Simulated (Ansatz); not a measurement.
# RuAl: energy against volume

RuAl (CsCl type, Pm-3m, 13.192 Å³/atom and stress up to 0.01 GPa in the relaxed cell, cube axes along x, y and z) under an equal strain ε along all three axes. PBEsol in Ansatz, a plane-wave DFT program (PAW, default set), 420 eV, 19×19×19 Γ-centred mesh, Fermi-Dirac smearing 0.10 eV; ions are relaxed, or left where forces stay under 0.02 eV/Å, within the symmetry of each cell.

Here V stands for volume and E for E less E0.

| volume (Å³/atom) | E less E0 (meV/atom) | pressure (GPa) |
|---|---|---|
| 12.4165 | 33.71 | 15.13 |
| 12.6075 | 18.44 | 10.95 |
| 12.8005 | 7.88 | 7.04 |
| 12.9954 | 1.81 | 3.40 |
| 13.1923 | 0.00 | 0.00 |
| 13.3912 | 2.25 | -3.17 |
| 13.5920 | 8.34 | -6.11 |
| 13.7949 | 18.10 | -8.85 |
| 13.9998 | 31.33 | -11.40 |
| 14.4156 | ? | ? |

Problem. Using the third-order Birch-Murnaghan form, a cubic in V^(-2/3), estimate the missing E at V = 14.4156 from the other rows, showing the fit.

Solution. With u = V^(-2/3) - 0.179, the rows have u = 0.007495, 0.005607, 0.003746, 0.001915, 0.000110, -0.001668, -0.003419, -0.005145, -0.006845. Least squares gives E = 0.025 - 280.07·u + 631895·u² + 682603·u³. Residuals (row less fit): 0.000, -0.001, 0.001, -0.001, -0.002, 0.003, -0.002, 0.000, 0.000; standard error 0.002 (degrees of freedom: 5). Its minimum lies at u = 0.000222, so V0 = (0.179222)^(-3/2) = 13.18. There d²E/du² = 1265000 and d³E/du³ = 4096000, so B0 = (4/9) × 13.18^(-7/3) × 1265000 × 0.160218 = 219 GPa (the last factor turns the table's units into GPa), and B0' = 4 + (2/3) × 0.179222 × (4096000)/1265000 = 4.4. B0' rests on the cubic coefficient alone and has a standard error of 0.1 from these residuals. At the withheld row, u = -0.010172, so E = 0.025 - 280.07 × (-0.010172) + 631895 × (-0.010172)² + 682603 × (-0.010172)³ = 67.537 meV/atom. The calculation gives 67.52 meV/atom, 0.017 meV/atom below the prediction (0.0 % of the range of E in the table). The row lies outside the fitted rows, so this is an extrapolation. The scatter of the fitted rows lies at the last printed digit.

In a metal these values are sensitive to mesh and smearing; energies are taken to zero smearing, stresses follow the free energy. The runs aren't spin-polarised. Other structures, which can take over under pressure, weren't tried. The same form fitted to the pressure column gives B0' = 4.4; series where the two differ by over 0.4 aren't shown. Rows are the converged runs of the series near zero and its far end, less any whose ions stayed unrelaxed beside relaxed ones; series whose fitted rows scatter by over a few per cent of the range, as at a crossing or softening among them, aren't shown in this form.
